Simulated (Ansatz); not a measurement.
Carrier properties of GaAs (I-4m2)

Data:

```xyz
2
Lattice="0.0000 2.8602 2.8016 2.8602 0.0000 2.8016 2.8602 2.8602 0.0000" Properties=species:S:1:pos:R:3 pbc="T T T"
Ga     0.0000     0.0000     0.0000
As     1.4301     1.4301     1.4008
```

Method: r2SCAN with spin-orbit coupling, rigid bands (plane waves, PAW; Ansatz, a program for electronic structure). Condition of this run: biaxial stress in (001) of -1.2 GPa (compression positive) (the target of the relaxation). How the cell was made: cell and atoms relaxed with PBEsol, then loaded as said.

```json
{
  "band_gap": "0.75 eV",
  "electron conductivity mass (300 K, dilute)": "0.056 (x), 0.056 (y), 0.052 (z) mₑ",
  "hole conductivity mass (300 K, dilute)": "0.40 (x), 0.40 (y), 0.23 (z) mₑ",
  "effective density of states N_c (300 K)": "2.9e17 cm⁻³",
  "effective density of states N_v (300 K)": "4.0e18 cm⁻³",
  "density_of_states_mass_electrons": "0.051 mₑ",
  "density_of_states_mass_holes": "0.29 mₑ",
  "Seebeck coefficient, n-type 1e19 cm⁻³, 300 K": "-41 μV/K",
  "Seebeck coefficient, p-type 1e19 cm⁻³, 300 K": "211 μV/K"
}
```

Rigid bands; masses and Seebeck coefficients take one relaxation time τ for all states and one kind of carrier; polarons and phonon drag are left out. Geometry: cell and atoms relaxed with PBEsol.
